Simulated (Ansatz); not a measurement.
Take Au in the fcc (Cu type) structure (space group Fm-3m, No. 225; a = 4.083 Å; relaxed with 0.1 eV smearing) as the base. Axes: x, y, z lie along the cube axes.

Computed with PBEsol (Ansatz, a program for electronic structure, PAW, scalar-relativistic without spin-orbit coupling).

Perturbation: the cell is stretched by 2.50 % along z with no lateral relaxation, atoms relaxed at fixed cell.

Problem. Predict the stress tensor and what it implies for the stiffness.

Solution. Stress of the strained cell less that of the base (GPa, compression positive):
```
   -3.7     0.0     0.0
    0.0    -3.7     0.0
    0.0     0.0    -4.5
```

Then −Δσ_ii/ε with ε = 0.0250 gives secant stiffness values (nonlinear terms included at this strain): C33 ≈ 180 GPa, C13 ≈ 150 GPa and C23 ≈ 150 GPa.

As a check, the harmonic strain energy −½ V₀ Δσ:ε is 6.0 meV/atom; the computed energy rise is 6.1 meV/atom.

Whether these cells are dynamically stable was not tested.
